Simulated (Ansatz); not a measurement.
The starting structures come from a database of crystals and need not be the phases stable at ambient conditions.

The decay constant κ of evanescent states in the gap governs leakage through a thin film.

Consider the following.

```yaml
crystal:
  lattice:
    - [8.60274, 0.00000, 0.00000]
    - [2.18150, 8.32155, 0.00000]
    - [2.18150, 1.68333, 3.34280]
  atoms:
    - { symbol: K, position: [0.00000, 0.50000, 0.00000] }
    - { symbol: K, position: [0.50000, 0.00000, 0.00000] }
    - { symbol: Pd, position: [0.00000, 0.00000, 0.00000] }
    - { symbol: Br, position: [0.23397, 0.23397, 0.53206] }
    - { symbol: Br, position: [0.76603, 0.76603, 0.46794] }
    - { symbol: Br, position: [0.76603, 0.23397, 0.00000] }
    - { symbol: Br, position: [0.23397, 0.76603, 0.00000] }
```

Space group of this cell: P4/mmm. The cell is taken as given; by PBEsol its mean pressure is -0.9 GPa.

Transport runs along the normal of the first two printed cell vectors, the (111) plane of the conventional cell.

The gap is the functional's own. No spin-orbit coupling. Mid-gap values are interpolated on the energy grid.

Task: State the band gap and the smallest decay constant κ at mid-gap according to PBEsol in Ansatz (a quantum-chemistry and plane-wave program).

Result: Gap 1.13 eV on a 10×10×10 mesh; κ = 0.380 1/Å, at (0.500, 0.500) of the in-plane reciprocal vectors. At the zone centre, at the nearest computed energy, the slowest state has κ = 0.39 1/Å.
